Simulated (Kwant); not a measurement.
System: quantum point contact (saddle potential) in a Ge (holes) two-dimensional gas. Effective mass 0.06 mₑ, grid spacing 4.2 nm, hard walls, nominal width 100 nm (23 grid rows, so walls 100.8 nm apart), one parabolic valley, scattering region 300 nm long along x; energies count from the band bottom; Fermi energy swept from 0.00031336 to 0.01599 eV. Potential (V0 + ½k y²) cos²(πx/L) for |x| < L/2, with V0 = 0.0062 eV, k = 5.5e-05 eV/nm², L = 190 nm. Perpendicular field 0.79 T, also in the leads; orbital effect alone.

The device is made up for the run: typed textbook-type constants, with dimensions and the other settings drawn at random.

Model: effective-mass tight-binding model on a square grid, one spin, coherent transport at 0 K (Kwant). Conductance is in e²/h.

Sweep values stay those of the base run.

The length of the gated region was swept, all else fixed.

```json
[
 {"length of the gated region (nm)": "48", "G (e²/h) at E = 4.176 meV": "0.016", "G (e²/h) at E = 11.90 meV": "0.77", "G (e²/h) at E = 15.99 meV": "1.18", "G (e²/h) at E = 8.038 meV": "0.22"},
 {"length of the gated region (nm)": "95", "G (e²/h) at E = 4.176 meV": "0.00012", "G (e²/h) at E = 11.90 meV": "0.89", "G (e²/h) at E = 15.99 meV": "1.05", "G (e²/h) at E = 8.038 meV": "0.040"},
 {"length of the gated region (nm)": "130", "G (e²/h) at E = 4.176 meV": "3.7e-6", "G (e²/h) at E = 11.90 meV": "0.94", "G (e²/h) at E = 15.99 meV": "1.01", "G (e²/h) at E = 8.038 meV": "0.012"},
 {"length of the gated region (nm)": "190", "G (e²/h) at E = 4.176 meV": "___", "G (e²/h) at E = 11.90 meV": "0.98", "G (e²/h) at E = 15.99 meV": "1.00", "G (e²/h) at E = 8.038 meV": "___"},
 {"length of the gated region (nm)": "250", "G (e²/h) at E = 4.176 meV": "3.0e-11", "G (e²/h) at E = 11.90 meV": "0.99", "G (e²/h) at E = 15.99 meV": "1.00", "G (e²/h) at E = 8.038 meV": "0.00019"}
]
```

**Question.** Complete the blanks.

**Answer.** 
- 190, G (e²/h) at E = 4.176 meV: 1.0e-8
- 190, G (e²/h) at E = 8.038 meV: 0.0015
